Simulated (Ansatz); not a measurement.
Partial pair distribution functions of a relaxed model of amorphous In$_{12}$Sn$_{6}$Zn$_{6}$O$_{36}$, broadened by 0.06 Å; density 6.27 g/cm³. These are PBE, scalar-relativistic without spin-orbit coupling (plane waves to 420 eV, PAW; Ansatz, a first-principles code) values and carry that method's errors.

Preparation: random packing, a CHGNet melt and quench, and a DFT relaxation. O atoms were pushed apart under 1.9 Å during the dynamics, to hinder bonds among them. The hot cell started wider than the set density and was brought back towards it in steps. It is the lowest in DFT energy of 2 quenches. It is a model cell: composition and starting density were chosen by hand, and all elements were melted together. No dispersion term was used. Its density started from a set value of 6.31 and ended at 6.27 g/cm³. The simulated quench (nominally 150 K/ps over its main leg) is rapid and tends to freeze in more defects than a deposited or slowly cooled glass has. Values belong to this one cell and scatter from quench to quench. The volume was free in the relaxation, at fixed shape. Stress components on the final sampling reach 2.4 GPa. On a 2×2×2 Γ-centred mesh force components of up to 0.18 eV/Å stay, since the relaxation ran on the zone centre alone.

```tsv
r (Å)	g In-O	g Sn-O	g In-In	g O-O
1.80	0.00	0.00	0.00	0.00
1.90	0.02	0.39	0.00	0.00
2.00	1.21	5.09	0.00	0.00
2.10	6.96	11.57	0.00	0.00
2.20	7.40	5.23	0.00	0.00
2.30	2.90	0.70	0.00	0.00
2.40	0.83	0.51	0.00	0.00
2.50	0.43	0.37	0.00	0.06
2.60	0.17	0.04	0.00	0.81
2.70	0.01	0.00	0.00	2.01
2.80	0.08	0.00	0.00	2.45
2.90	0.10	0.00	0.00	2.39
3.00	0.22	0.11	0.32	2.16
3.10	0.55	0.21	1.74	2.12
3.20	0.32	0.19	1.80	1.95
3.30	0.24	0.13	2.59	1.71
3.40	0.35	0.19	3.22	1.40
3.50	0.37	0.29	2.46	1.00
3.60	0.96	0.78	2.45	0.84
3.70	1.22	1.10	1.06	0.76
3.80	1.17	1.12	1.95	0.92
3.90	1.00	0.93	2.82	0.86
4.00	0.87	0.83	0.87	0.48
4.10	1.09	1.22	1.07	0.53
4.20	1.24	1.78	0.91	0.79
4.30	1.14	1.03	0.34	0.93
4.40	0.87	1.37	0.44	0.83
4.50	0.94	1.40	0.66	0.62
4.60	1.17	1.42	0.43	0.55
```

Within 2.68 Å each In has 5.33 O neighbours on average.
